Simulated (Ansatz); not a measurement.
The parent structure is ZrO₂ (space group P4_2/nmc, No. 137; a = 3.6013 Å, c = 5.2281 Å).

Structures relaxed with plane-wave PAW DFT at the r2SCAN level (Ansatz, a quantum-chemistry and plane-wave program, 500 eV), no spin-orbit coupling.

Base:

Simulated powder pattern, Cu Kα1, λ = 1.54056 Å (kinematic, ideal powder, no thermal factors, no anomalous dispersion; the 8 strongest lines at most, above 2 %, up to 2θ = 90°):

| 2θ (°) | I/Imax (%) | hkl |
|---|---|---|
| 30.11 | 100 | (101) |
| 34.28 | 9.0 | (002) |
| 35.21 | 13 | (110) |
| 49.96 | 37 | (112) |
| 50.65 | 20 | (200) |
| 58.82 | 15 | (103) |
| 60.06 | 27 | (211) |
| 81.27 | 12 | (213) |

Now apply this change: every Zr is replaced by Mg, then cell and atoms are relaxed.

Problem. How do the reflections move or split?

Solution. 
Simulated powder pattern, Cu Kα1, λ = 1.54056 Å (kinematic, ideal powder, no thermal factors, no anomalous dispersion; the 8 strongest lines at most, above 2 %, up to 2θ = 90°):

| 2θ (°) | d (Å) | I/Imax (%) | hkl |
|---|---|---|---|
| 32.84 | 2.725 | 5.2 | (110) |
| 33.19 | 2.697 | 100 | (101) |
| 47.13 | 1.927 | 86 | (200) |
| 58.85 | 1.568 | 36 | (211) |
| 59.51 | 1.552 | 74 | (112) |
| 68.86 | 1.362 | 22 | (220) |
| 78.61 | 1.216 | 7.1 | (301) |
| 80.14 | 1.197 | 6.7 | (103) |

The indices refer to each structure's own conventional cell; one index is shown for lines that coincide. The space group is now I4/mmm (No. 139).

Stability against distortions was not tested. As relaxed here, MgO2 is a hypothetical phase, not in the database extracts checked. The final runs are not spin-polarised. This is not the structure that ZrO2 has at room temperature and ambient pressure.
